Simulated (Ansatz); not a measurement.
Worked calculations on one periodic cell of amorphous Hf6Si14O40: Hf6Si14O40, 60 atoms, volume 803.2 Å³, made by a melt-quench on the CHGNet potential and relaxed with DFT. O atoms were pushed apart under 1.9 Å during the dynamics, to hinder bonds among them. It is a model cell: composition and starting density were chosen by hand, and all elements were melted together. Cycles of charging were run to anneal it. Level of theory: PBE, scalar-relativistic without spin-orbit coupling (plane waves to 420 eV, PAW; Ansatz, an electronic-structure program). Sampling: a 2×2×2 Γ-centred mesh; Fermi-Dirac width 0.02 eV; no spin polarisation. Its volume was held where the quench left it, its shape was held as a cube, and it stands at a mean pressure of 3.7 GPa with stress components up to 5.1 GPa; the relaxation ran on the zone centre alone. Its density went from a set 4.35 to 4.35 g/cm³. The cell is small and was quenched far faster than a real film, so it is one sample of the glass.

Q: Count formal charges (Hf +4, Si +4, O -2). What does the count lead one to expect at the Fermi level, and what does the calculation give?

A: 6 × (+4) + 14 × (+4) + 40 × (-2) = 0. The charges balance, so the anion-derived valence states can be full and a gap can open. On this mesh the highest filled and lowest empty level lie 4.56 eV apart, the PBE gap of this cell, with a localised state at one edge or both.

Four energies for an added electron at PBE on the zone centre alone (charged cells in a uniform background, spin-polarised): neutral at the neutral geometry -125997.015 eV; charged at the neutral geometry -125987.372 eV; charged and relaxed -125987.637 eV; neutral at the charged geometry -125995.726 eV.

Q: Find the two relaxation energies and their sum, the reorganisation energy.

A: On charging: -125987.372 − (-125987.637) = 0.265 eV. On discharging: -125995.726 − (-125997.015) = 1.289 eV. The sum is 1.554 eV. The carrier's level spreads over 5 of the 60 atoms' worth, so it counts as localised, most on one Hf atom with neighbours O 1.93 Å, O 1.99 Å, O 2.00 Å, O 2.07 Å, O 2.30 Å (neutral geometry). The values are uncorrected: the image energy of a point charge in this cell, 2.84 × 14.40 / (2 × 9.3) = 2.2 eV before screening, is screened by electrons alone at the fixed geometry and by ions too after relaxing, and the carrier can be spread before it relaxes, so each term can be off by up to that value times 1/ε∞, some tenths of an eV. PBE's self-interaction favours spread-out carriers, so a hybrid can localise more.

Four energies for a hole at PBE on the zone centre alone (charged cells in a uniform background, spin-polarised): neutral at the neutral geometry -125997.015 eV; charged at the neutral geometry -126001.918 eV; charged and relaxed -126002.241 eV; neutral at the charged geometry -125996.048 eV.

Q: Find the two relaxation energies and their sum, the reorganisation energy.

A: On charging: -126001.918 − (-126002.241) = 0.323 eV. On discharging: -125996.048 − (-125997.015) = 0.967 eV. The sum is 1.290 eV. The carrier's level spreads over 3 of the 60 atoms' worth, so it counts as localised, most on one O atom with neighbours Si 1.62 Å, Hf 2.05 Å (neutral geometry). The values are uncorrected: the image energy of a point charge in this cell, 2.84 × 14.40 / (2 × 9.3) = 2.2 eV before screening, is screened by electrons alone at the fixed geometry and by ions too after relaxing, and the carrier can be spread before it relaxes, so each term can be off by up to that value times 1/ε∞, some tenths of an eV. PBE's self-interaction favours spread-out carriers, so a hybrid can localise more.
